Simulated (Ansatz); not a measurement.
Take BAs in the rock salt structure (space group Fm-3m, No. 225; a hypothetical phase, not in the database extracts checked; relaxed with 0.1 eV smearing) as the base.

```xyz
2
Lattice="0.0000 2.2843 2.2843 2.2843 0.0000 2.2843 2.2843 2.2843 0.0000" Properties=species:S:1:pos:R:3 pbc="T T T"
As     0.0000     0.0000     0.0000
B      2.2843     2.2843     2.2843
```

Method: PBEsol (Ansatz, a first-principles code; PAW; 420 eV plane waves; no SOC).

For the base:

The pressure is 0.0 GPa and the band gap is zero.

The change: an isotropic linear strain of −5.96 %; the atoms relax in the strained cell.

Q: What does the calculation give for the energy relative to the base after the change?

A: The energy increases by 0.205 eV/atom.

Q: How does this affect the pressure?

A: The pressure goes from zero to 38.4 GPa.

Q: Estimate the effect on the band gap.

A: The band gap remains zero.

Stability against distortions was not tested. The final runs are not spin-polarised.
